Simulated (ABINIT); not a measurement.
PBEsol against PBE in ABINIT: the gap on the mesh of tetrahedral semiconductors

Single points in ABINIT on the same cell and mesh at two levels: PBE (plane waves, PAW (JTH v2.0 PBE PAW)) and PBEsol (plane waves, PAW (JTH v2.0 PBE PAW, files made for PBE)). No measured value is used, so the table compares levels and does not rank them. The number in brackets is the space group.

Here x stands for gap on the mesh, PBE and y for gap on the mesh, PBEsol.

| crystal | gap on the mesh, PBE (eV) | gap on the mesh, PBEsol (eV) | cell as run (Å³/atom) | k mesh | cutoffs |
|---|---|---|---|---|---|
| Si (227) | 0.583 | 0.467 | 20.02 | 7×7×7 | 544 eV |
| CdSe (216) | 0.633 | 0.502 | 27.68 | 9×9×9 | 544 eV |
| CdTe (216) | 0.635 | 0.527 | 35.68 | 9×9×9 | 544 eV |
| ZnO (186) | 0.794 | 0.681 | 11.85 | 8×8×5 | 816 eV |
| BAs (216) | 1.196 | ? | 13.65 | 8×8×8 | 544 eV |
| GaN (216) | 1.657 | 1.607 | 11.54 | 13×13×13 | 707 eV |
| AlN (186) | 4.038 | 3.951 | 10.63 | 10×10×6 | 707 eV |

The 6 complete rows are fitted with a straight line, y against x. With u = x - 1.4, the rows have u = -0.8170, -0.7670, -0.7650, -0.6060, 0.2570, 2.6380. Means: u -0.010000, y 1.2892. About the means, the sum of products is 9.3307 and the sum of squares of u is 9.2327; the slope is their ratio. Least squares gives y = 1.2993 + 1.01061·u. Residuals (row less fit): -0.0066, -0.0222, 0.0008, -0.0059, 0.0480, -0.0143; standard error 0.0277 (degrees of freedom: 4). Full agreement would be y = x; this line has slope 1.011 and stands -0.101 eV from it at x = 1.400.

### Question
What does the fit predict for y at x = 1.196, and how far is the calculated value from it?

### Answer
u = -0.2040, so y = 1.2993 + 1.01061 × (-0.2040) = 1.093 eV. The calculation gives 1.101 eV, 0.008 eV above the prediction (0.2 % of the range of y in the table). The row lies between fitted rows. From the scatter of the fitted rows alone, a prediction at this place has a standard error of 0.0300 eV, so the miss is 0.3 times that.

Copying x would have missed this row by 0.095. The cells are not relaxed at this level: typed lattice constants and structures from a database of calculations, some with the lattice rescaled by up to 2.5 %. Spin-orbit coupling is off, which matters for the heavier members. Gaps are read on the mesh, which need not hold the band edges; crystals whose gap falls under 0.15 eV in either column are left out. ABINIT at PBEsol: the potentials were made for another functional than the one used. The rows, and the inner row withheld, were drawn at random from non-magnetic crystals of this class with sound runs on fine meshes; tables whose line scatters by over 5 % of the range, or whose columns agree throughout, aren't shown.
